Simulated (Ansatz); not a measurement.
Consider ZnAu in the CsCl type structure (space group Pm-3m, No. 221; a = 3.129 Å; relaxed with 0.1 eV smearing). Axes: x, y, z lie along the cube axes.

Level of theory: PBEsol/PAW in Ansatz (a program for electronic structure), no SOC.

It is then changed as follows: biaxial strain +1.25 %, plane normal [111], relaxed out of plane (Cartesian); in-plane vectors clamped, the third vector and the atoms free.

### Question
Estimate the effect on the out-of-plane strain.

### Answer
The out-of-plane strain is -1.07 %.

No phonon test of stability was made.
